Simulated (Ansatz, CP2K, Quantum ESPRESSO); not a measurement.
**LuNi2Ge2 (P1, 5 atoms in the cell) computed with different codes at matched settings**

Self-consistent single point, at a second geometry (atoms moved at random). First geometry:

```yaml
crystal:
  lattice:
    - [-2.02102, 2.02102, 4.90367]
    - [2.02102, -2.02102, 4.90367]
    - [2.02102, 2.02102, -4.90367]
  atoms:
    - { symbol: Lu, position: [0.00000, 0.00000, 0.00000] }
    - { symbol: Ni, position: [0.25000, 0.75000, 0.50000] }
    - { symbol: Ni, position: [0.75000, 0.25000, 0.50000] }
    - { symbol: Ge, position: [0.62709, 0.62709, 0.00000] }
    - { symbol: Ge, position: [0.37291, 0.37291, 0.00000] }
```

Second geometry:
```xyz
5
Lattice="-2.0210 2.0210 4.9037 2.0210 -2.0210 4.9037 2.0210 2.0210 -4.9037" Properties=species:S:1:pos:R:3 pbc="T T T"
Lu     0.0014     0.0022    -0.0199
Ni     2.0382    -0.0165     2.4241
Ni     0.0076     1.9546     2.5281
Ge     0.0000     0.0138     6.1642
Ge    -0.0262     0.0670     3.6146
```

Shared settings, as Ansatz (a first-principles code) writes them: kpoints.mp_grid.grid = 7 7 7; scf.occupations.method = fermi_dirac; scf.occupations.width = 0.1 eV. Potentials and cutoffs stand in the table.

```json
[
 {"code": "CP2K", "model": "LDA (Pade form), GPW, DZVP-MOLOPT-SR-GTH basis, GTH-PADE potentials (GTH_POTENTIALS)", "ΔF from the first geometry (meV/atom)": "21.1", "pressure (GPa)": "-10.86", "largest force (eV/Å)": "1.407", "cutoff": "grid 600 Ry"},
 {"code": "Quantum ESPRESSO", "model": "LDA (PZ), PSlibrary ultrasoft (LDA) pseudopotentials", "ΔF from the first geometry (meV/atom)": "25.8", "pressure (GPa)": "-8.97", "largest force (eV/Å)": "1.673", "cutoff": "50 Ry"},
 {"code": "Ansatz", "model": "LDA (PW92), PAW files made with PBE", "ΔF from the first geometry (meV/atom)": "22.3", "pressure (GPa)": "-9.39", "largest force (eV/Å)": "1.489", "cutoff": "default"}
]
```

Size of the force on each atom (eV/Å): Sizes of forces hide their directions.

```json
[
 {"code": "CP2K", "Lu1": "0.129", "Ni2": "0.339", "Ni3": "1.352", "Ge4": "0.224", "Ge5": "1.407"},
 {"code": "Quantum ESPRESSO", "Lu1": "0.130", "Ni2": "0.391", "Ni3": "1.566", "Ge4": "0.248", "Ge5": "1.673"},
 {"code": "Ansatz", "Lu1": "0.135", "Ni2": "0.363", "Ni3": "1.444", "Ge4": "0.251", "Ge5": "1.489"}
]
```

On Ansatz's run: spin-orbit coupling is off. Spin polarisation is off.

The spread over the programs that give each value: ΔF from the first geometry within 4.7 meV/atom; pressure within 1.89 GPa; largest force within 0.266 eV/Å.

CP2K uses small atom-centred bases, whose incompleteness enters pressures, forces and empty levels differently from a plane-wave cutoff. Ansatz's pressure is given at a fixed set of plane waves, as the other plane-wave codes print theirs; with its correction for the finite basis it is -9.32 GPa. The same LDA comes in different parametrisations, which differ slightly. In the pressure, CP2K (by 1.68) lies more than 1 GPa from the median of the plane-wave programs.

The starting cell comes from a database of computed structures (which also holds hypothetical and non-ambient phases and stackings), without a prior relaxation at this level. Its lattice was rescaled by a random factor within 2.5 % of one. For this run, on top of that: atoms moved at random.

Keys are those of Ansatz 0.2.
